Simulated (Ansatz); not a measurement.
# CsBr, pressure series

Base system: CsBr in the CsCl type structure (space group Pm-3m, No. 221).

```yaml
crystal:
  lattice:
    - [4.24203, 0.00000, 0.00000]
    - [0.00000, 4.24203, 0.00000]
    - [0.00000, 0.00000, 4.24203]
  atoms:
    - { symbol: Cs, position: [0.00000, 0.00000, 0.00000] }
    - { symbol: Br, position: [0.50000, 0.50000, 0.50000] }
```

Cell and atoms are relaxed at each pressure.

Calculations: DFT with PBEsol, PAW potentials and a 420 eV plane-wave cutoff in Ansatz (a quantum-chemistry and plane-wave program), without spin-orbit coupling.

Candidates:
(a) pressure −1 GPa
(b) pressure 30 GPa
(c) pressure 15 GPa
(d) pressure 50 GPa
(e) pressure 7 GPa

Base values:

```
Property    Value
--------  -------
Band gap  4.45 eV
```

**Question.** Order them by band gap, lowest first.

**Answer.** (d) pressure 50 GPa (1.97 eV), (b) pressure 30 GPa (2.86 eV), (c) pressure 15 GPa (3.67 eV), (a) pressure −1 GPa (4.16 eV), (e) pressure 7 GPa (4.19 eV)

Load acts through the strain it causes; cell and atoms are relaxed under it. Stability against distortions was not tested. Competing high-pressure phases were not computed.
